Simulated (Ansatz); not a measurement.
Here is the system:

```
CELL_PARAMETERS angstrom
      4.99740     0.00000     0.00000
     -2.49870     4.32788     0.00000
      2.49870     1.44263     4.48355
ATOMIC_POSITIONS crystal
  Ga 0.28882 0.14441 0.56677
  Ga 0.71118 0.85559 0.43323
  Ga 0.71118 0.35559 0.93323
  Ga 0.28882 0.64441 0.06677
  O  0.80316 0.55316 0.25000
  O  0.19684 0.44684 0.75000
  O  0.19684 0.25000 0.25000
  O  0.80316 0.75000 0.75000
  O  0.50000 0.94684 0.25000
  O  0.50000 0.05316 0.75000
```

Space group of this cell: R-3c, corundum. The cell is taken as given; by r2SCAN its mean pressure is -1.4 GPa.

The numbers are results of r2SCAN (plane waves, PAW; Ansatz, a quantum-chemistry and plane-wave program), not measurements.

The current runs along the normal of the first two printed vectors; no spin-orbit coupling. Scaled by the factor s: both lengths across the current (ions clamped). Meshes 8×8×8 and 12×12 across the current in all rows.

| s | mean pressure (GPa) | band gap (eV) |
|---|---|---|
| 0.98 | 9.2 | 3.96 |
| 1.00 | -1.4 | 3.50 |
| 1.02 | -10.0 | ? |

Q: Take the slope of the band gap against ln s from the two given rows, extrapolate to s = 1.02, and say what the run there gives.

A: Slope = (3.96 − 3.50) / ln 0.98 = -22.8 eV. The line gives 3.50 + (-22.8) × ln 1.02 = 3.05 eV. The run gives 3.03 eV, 0.02 eV under the line, 4 % of the predicted step.
